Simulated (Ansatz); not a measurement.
# A series of runs on TiSb (R3m, 2 atoms in the cell)

```yaml
crystal:
  lattice:
    - [2.05481, 1.18634, 3.51680]
    - [-2.05481, 1.18634, 3.51680]
    - [0.00000, -2.37269, 3.51680]
  atoms:
    - { symbol: Ti, position: [0.76240, 0.76240, 0.76240] }
    - { symbol: Sb, position: [0.23760, 0.23760, 0.23760] }
```

Base run A: revPBE, default PAW files made with PBE (Ansatz, an electronic-structure program), self-consistent single point.

Its settings: kpoints.mp_grid.grid = 10 10 10; hamiltonian.xc = revpbe; hamiltonian.pseudopotentials = {kind: paw} (the program's default PAW files); scf.occupations.method = fermi_dirac; scf.occupations.width = 0.1 eV.

The starting cell was generated: these elements placed on a structure prototype, without a prior relaxation; it need not be a known phase or ordering of this composition. Spin polarisation is off. In the base run, with a pressure of about -6 GPa the cell is away from its equilibrium volume at this level. Ansatz's pressure includes its estimate of the finite-basis (Pulay) stress.

ΔF is the free energy per atom less that of run A. 

| run | scf.occupations.method, scf.occupations.width | ΔF (meV/atom) | pressure (GPa) | largest force (eV/Å) | TS (meV/atom) |
|---|---|---|---|---|---|
| A | fermi_dirac, 0.1 eV | 0.00 | -6.46 | 0.832 | 47.1 |
| B | gaussian, 0.1 eV | 19.9 | -6.69 | 0.832 | 6.8 |
| C | gaussian, 0.3 eV | -8.3 | -6.38 | 0.832 | 63.0 |
| D | fermi_dirac, 0.2 eV | -68.2 | -5.81 | 0.835 | 174.7 |
| E | methfessel_paxton, 0.05 eV | 23.2 | -6.72 | 0.833 | 0.1 |
| F | methfessel_paxton, 0.2 eV | 23.8 | -6.73 | 0.832 | -0.9 |
| G | cold, 0.05 eV | 23.3 | -6.72 | 0.833 | 0.0 |
| H | cold, 0.3 eV | 16.5 | -6.57 | 0.839 | 20.7 |
| I | tetrahedron, default | 23.5 | -6.73 | 0.834 | 0.0 |

Run F against A: The free energy rises by 23.8 meV/atom, the pressure goes from -6.46 to -6.73 GPa and the largest force stays at 0.832 eV/Å.

Run E against A: The free energy rises by 23.2 meV/atom, the pressure goes from -6.46 to -6.72 GPa and the largest force moves little (0.832 to 0.833 eV/Å).

Keys are those of Ansatz 0.2.
